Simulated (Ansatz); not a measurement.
## Effect of pressure 15 GPa on Ir

Take Ir in the fcc (Cu type) structure (space group Fm-3m, No. 225; a = 3.8450 Å) as the base.

Now apply this change: cell and atoms relaxed at a pressure of 15 GPa.

Method: Ansatz (a first-principles code), r2SCAN, PAW, cutoff 500 eV, scalar-relativistic without spin-orbit coupling, earlier PAW set. Γ-centred 21×21×21 mesh, Fermi–Dirac width 0.05 eV.

- Volume per atom = 13.71 Å³ (base 14.21 Å³)
- Density = 23.29 g/cm³ (base 22.46 g/cm³)
- Lattice parameter a = 3.799 Å (base 3.845 Å)
- Enthalpy H = E + PV relative to the base's energy = +1.31 eV/atom
- Band gap = zero (base zero)

Final structure:

```yaml
crystal:
  lattice:
    - [0.00000, 1.89946, 1.89946]
    - [1.89946, 0.00000, 1.89946]
    - [1.89946, 1.89946, 0.00000]
  atoms:
    - { symbol: Ir, position: [0.00000, 0.00000, 0.00000] }
```

Load acts through the strain it causes; cell and atoms are relaxed under it. No phonon test of stability was made. Competing high-pressure phases were not computed. The final runs are not spin-polarised.
